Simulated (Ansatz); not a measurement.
**TiZnO3 (R-3, No. 148, 10 atoms in the cell; start mp-14142)**

Method: PBEsol in Ansatz (PAW).

Settings: plane-wave cutoff 520 eV, 8×8×8 k mesh, Fermi–Dirac smearing 0.01 eV, no spin polarisation, scalar-relativistic PAW data made under PBE.

Cell (relaxed at this level):

TiZnO$_{3}$ has the trigonal space group R-3, hexagonal axes (No. 148), Pearson symbol hR10. Cell: a = b = 5.0606 Å, c = 13.8220 Å, α = β = 90.00°, γ = 120.00°. Ti on 6c is coordinated by 3 O at 1.869 Å and 3 O at 2.078 Å. Zn on 6c is coordinated by 3 O at 2.013 Å and 3 O at 2.221 Å. O on 18f is surrounded by 1 Ti at 1.869 Å and 1 Ti at 2.078 Å and 1 Zn at 2.013 Å and 1 Zn at 2.221 Å. (Neighbours: up to the widest gap in distance over summed covalent radii, below 1.35, at either atom; cation-cation and far metal-metal contacts left out.)
(The calculation used a cell of 10 atoms; values per cell refer to that cell.)

```yaml
band_gap: 3.09 eV (indirect)
smallest_direct_gap_on_the_k_points_sampled: 3.11 eV
"Γ–Γ gap": 3.62 eV
```

Static lattice: no zero-point or thermal effects.

A start named mp-… is a Materials Project structure, which need not be a measured phase.

Ansatz is a program for electronic structure.
